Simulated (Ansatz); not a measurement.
**Worked sum: formation energy of Cu_W in W (bcc, Im-3m)**

We look at the formation energy of Cu_W in W (bcc, Im-3m). Reaction: 63 W (bcc) + Cu (fcc) → cell A.

A: a supercell of 64 sites of W (bcc, Im-3m) with Cu on a W site (8 W at 2.76 Å); spin state with PBE: run without spin.

Ansatz (an electronic-structure program) with PAW potentials; structures come from PBE relaxations, nuclei static, no net charge. Ansatz runs with its PAW set soft_1. Other levels take these structures. The lattices are those relaxed with PBE, so at other levels the solids can be strained, which adds to the spread. Larger cells are relaxed from a start prepared with the learned potential CHGNet, on a coarser mesh till forces fall under 0.03 eV/Å, which some starts already meet. A dispersion term (D3(BJ), or D4 for r2SCAN) was computed beside these levels and is taken off wherever the name lacks it. Space groups of crystals are read within 0.01 Å. The runs are scalar-relativistic, without spin-orbit coupling. Mesh and cell size may move defect energies by 0.1 eV or more. Cell A has symmetry Im-3m within 0.02 Å and got no random move, so less symmetric positions, which may lie lower, weren't tried.

Total energies of the cells in eV, at zero smearing width. They compare only within one column; the weights balance every element.

```tsv
cell	atoms	weight	r2SCAN	PBE+D3(BJ)
A: W:Cu_W	64	+1	-661719.82579	-660980.42052
W (bcc)	64	−63/64	-665488.44757	-664742.86325
Cu (fcc)	1	−1	-6631.24374	-6625.76003
```

r2SCAN: (-661719.82579) − 63/64 × (-665488.44757) − (-6631.24374) = 1.609 eV.

PBE+D3(BJ): (-660980.42052) − 63/64 × (-664742.86325) − (-6625.76003) = 1.596 eV.

What follows from the r2SCAN value: With the reservoirs of the reaction as written, and without entropy terms or charged states, the share of sites that hold the defect in equilibrium is exp(−1.61 eV/k_BT) = 7.7×10^-9 at 1000 K.
